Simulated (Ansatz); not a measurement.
By PBEsol, the system below comes out a metal.

Given:

```xyz
1
Lattice="3.3176 0.0000 0.0000 0.0000 3.3176 0.0000 1.6588 -1.6588 1.6588" Properties=species:S:1:pos:R:3 pbc="T T T"
Nb     0.0000     0.0000     0.0000
```

Space group of this cell: Im-3m, bcc (W type). The cell is taken as given; by PBEsol its mean pressure is -7.0 GPa.

The current runs along the normal of the first two printed vectors, the (001) plane. All runs by Ansatz (a first-principles code), plane waves and PAW, without spin-orbit coupling; the base is PBEsol.

| run | mean pressure (GPa) | G/A, both spins (10¹⁵ S/m²) |
|---|---|---|
| base | -7.0 | 1.91 |
| all lengths scaled by 0.98 | 3.6 | ? |
| all lengths scaled by 1.02 | -15.2 | ? |
| lengths across the current scaled by 0.98, ions clamped | -0.2 | ? |
| lengths across the current scaled by 1.02, ions clamped | -12.7 | 1.87 |
| lengths along the current scaled by 0.97, ions clamped | -2.0 | 1.99 |
| lengths along the current scaled by 1.03, ions clamped | -11.3 | 1.84 |

Task: Some entries are withheld; supply them.

Result: 
- all lengths scaled by 0.98, G/A, both spins (10¹⁵ S/m²): 2.02
- all lengths scaled by 1.02, G/A, both spins (10¹⁵ S/m²): 1.80
- lengths across the current scaled by 0.98, ions clamped, G/A, both spins (10¹⁵ S/m²): 1.96
